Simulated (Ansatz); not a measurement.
Consider InP in the zinc blende structure (space group F-43m, No. 216).

```yaml
crystal:
  lattice:
    - [0.00000, 2.91346, 2.91346]
    - [2.91346, 0.00000, 2.91346]
    - [2.91346, 2.91346, 0.00000]
  atoms:
    - { symbol: In, position: [0.00000, 0.00000, 0.00000] }
    - { symbol: P, position: [0.25000, 0.25000, 0.25000] }
```

Calculations: LDA (Ansatz, an electronic-structure program; PAW; 420 eV plane waves; spin-orbit coupling left out).

Base values:

The electron mass is 0.046 mₑ (at Γ) and the density comes out as 4.89 g/cm³.

One thing is altered: a negative pressure, −1 GPa.

Question: Estimate the effect on the electron mass.

Answer: The electron mass changes from 0.046 mₑ (at Γ) to 0.040 mₑ (at Γ).

Question: Estimate the effect on the density.

Answer: The density decreases by 0.07 g/cm³ (4.89 g/cm³ → 4.82 g/cm³).

The levels and masses belong to the bands next to the band gap. Load acts through the strain it causes; cell and atoms are relaxed under it. Effective masses come from finite differences of ±0.01 Å⁻¹. Whether these cells are dynamically stable was not tested.
